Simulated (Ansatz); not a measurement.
# PbS with two functionals

Base system: PbS in the rock salt structure (space group Fm-3m, No. 225; a = 6.009 Å).

(Cell as relaxed with PBE.)

Levels (all Ansatz, a first-principles code, PAW, earlier PAW set): PBE (420 eV, no spin-orbit coupling); r2SCAN (500 eV, without spin-orbit coupling).

Each level relaxes its own structure.

```json
[
 {"quantity": "volume per atom", "PBE": "27.12 Å³", "r2SCAN": "___"},
 {"quantity": "lattice parameter a", "PBE": "6.009 Å", "r2SCAN": "___"},
 {"quantity": "band gap", "PBE": "0.50 eV", "r2SCAN": "___"},
 {"quantity": "gap character", "PBE": "direct at L", "r2SCAN": "___"},
 {"quantity": "electron mass", "PBE": "0.16 mₑ", "r2SCAN": "___"}
]
```

### Question
Predict the r2SCAN column.

### Answer

- volume per atom, r2SCAN: 26.66 Å³
- lattice parameter a, r2SCAN: 5.975 Å
- band gap, r2SCAN: 0.70 eV
- gap character, r2SCAN: direct at L
- electron mass, r2SCAN: 0.19 mₑ along k, 0.17 mₑ across

PBE's volume per atom lies 0.46 Å³ above r2SCAN's (1.7 %); PBE's lattice parameter a lies 0.034 Å above r2SCAN's (0.6 %); PBE's band gap lies 0.20 eV below r2SCAN's; the two agree on the gap character. Neither level is exact; r2SCAN is the comparison here, not a measurement.

Spin-orbit coupling, missing from the scalar runs, can matter with Pb. Effective masses come from finite differences of ±0.01 Å⁻¹. Along k means along the line from Γ to the band edge. Whether these cells are dynamically stable was not tested.
